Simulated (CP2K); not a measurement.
Input and output of a self-consistent single point for Ca₂H₃Br (P1, 6 atoms in the cell) (CP2K).

Method of the run: LDA (Pade form), GPW, DZVP-MOLOPT-SR-GTH basis, GTH-PADE potentials (GTH_POTENTIALS) run with CP2K 2026.2.

```
Ca2H3Br
1.0
    3.90294     0.00000     0.00000
   -1.95147     3.38004     0.00000
    0.00000     0.00000     6.85353
Ca H Br
2 3 1
Direct
  0.67656   0.33846   0.18471
  0.33980   0.67080   0.81487
  0.65430   0.32589   0.85108
  0.32767   0.66617   0.15000
  0.99972   0.99906   0.99772
  0.00194   0.99962   0.50162
```

Reference input (self-consistent single point, DFT PBEsol, GPW, DZVP-MOLOPT-SR-GTH basis, GTH-PBE potentials (GTH_POTENTIALS)): CUTOFF = 500 Ry; REL_CUTOFF = 40 Ry; SMEAR/METHOD = FERMI_DIRAC; ELECTRONIC_TEMPERATURE = 116.05 K; KPOINTS/SCHEME = MONKHORST-PACK 6 6 3; GAMMA_CENTERED = T; XC_FUNCTIONAL = PBE:PBESOL; Ca/BASIS_SET = DZVP-MOLOPT-SR-GTH-q10; Ca/POTENTIAL = GTH-PBE-q10; H/BASIS_SET = DZVP-MOLOPT-SR-GTH-q1; H/POTENTIAL = GTH-PBE-q1; Br/BASIS_SET = DZVP-MOLOPT-SR-GTH-q7. This run's input differs from it in these lines:

```diff
@@ -43,6 +43,3 @@
     &XC
-      &XC_FUNCTIONAL
-        &PBE
-          PARAMETRIZATION PBESOL
-        &END PBE
+      &XC_FUNCTIONAL PADE
       &END XC_FUNCTIONAL
@@ -80,3 +77,3 @@
       BASIS_SET DZVP-MOLOPT-SR-GTH-q10
-      POTENTIAL GTH-PBE-q10
+      POTENTIAL GTH-PADE-q10
     &END KIND
@@ -84,3 +81,3 @@
       BASIS_SET DZVP-MOLOPT-SR-GTH-q1
-      POTENTIAL GTH-PBE-q1
+      POTENTIAL GTH-PADE-q1
     &END KIND
@@ -88,3 +85,3 @@
       BASIS_SET DZVP-MOLOPT-SR-GTH-q7
-      POTENTIAL GTH-PBE-q7
+      POTENTIAL GTH-PADE-q7
     &END KIND
```

Log, with long lists cut:

```
 SCF WAVEFUNCTION OPTIMIZATION

  Step     Update method      Time    Convergence         Total energy    Change
     1 NoMix/Diag. 0.40E+00      -     1.84275527       -88.8654538862 -8.89E+01
     2 Broy./Diag. 0.40E+00      -     0.05360234       -88.6780113756  1.87E-01
     3 Broy./Diag. 0.40E+00      -     0.02748800       -88.8003925193 -1.22E-01
     4 Broy./Diag. 0.40E+00      -     0.00696945       -88.8431708542 -4.28E-02
     5 Broy./Diag. 0.40E+00      -     0.00170413       -88.8432708815 -1.00E-04
     6 Broy./Diag. 0.40E+00      -     0.00063593       -88.8398839144  3.39E-03
     7 Broy./Diag. 0.40E+00      -     0.00008886       -88.8400235368 -1.40E-04
     8 Broy./Diag. 0.40E+00      -     0.00003544       -88.8405100586 -4.87E-04
     9 Broy./Diag. 0.40E+00      -     0.00002105       -88.8405902403 -8.02E-05
    10 Broy./Diag. 0.40E+00      -     0.00000138       -88.8405842281  6.01E-06
    11 Broy./Diag. 0.40E+00      -     0.00000054       -88.8405734484  1.08E-05
  *** SCF run converged in    11 steps ***

  Overlap energy of the core charge distribution:               0.00000000000000
  Self energy of the core charge distribution:               -176.54070725192420
  Core Hamiltonian energy:                                     41.38087765251139
  Hartree energy:                                              60.10187640382043
  Exchange-correlation energy:                                -13.78262025282229
  Electronic entropic energy:                                  -0.00000000000000
  Fermi energy:                                                 0.26109413143656

  Total energy:                                               -88.84057344841467
  Total energy (extrapolated to T->0):                        -88.84057344841467

                     Mulliken Population Analysis

   [... lines left out ...]

 STRESS| Analytical stress tensor [bar]
 STRESS|                        x                   y                   z
 STRESS|      x       -4.29282907132E+04   1.22608928987E+03  -2.39520238411E+02
 STRESS|      y        1.22608928987E+03  -4.39652330564E+04  -2.53185075794E+02
 STRESS|      z       -2.39520238411E+02  -2.53185075794E+02  -3.69002774512E+04
 STRESS| 1/3 Trace                                            -4.12646004069E+04
```

The run converged in 11 iterations. Against the reference run the pressure goes from -2.00 to -4.13 GPa, the largest force goes from 0.164 to 0.170 eV/Å and the gap on the mesh goes from 0.818 to 0.666 eV.

The starting cell comes from a database of computed structures (which also holds hypothetical and non-ambient phases and stackings), without a prior relaxation at this level. Its atoms were displaced at random from the sites of space group no. 164. Values carry the incompleteness of an atom-centred basis. With a pressure of about -4 GPa the cell is away from its equilibrium volume at this level.
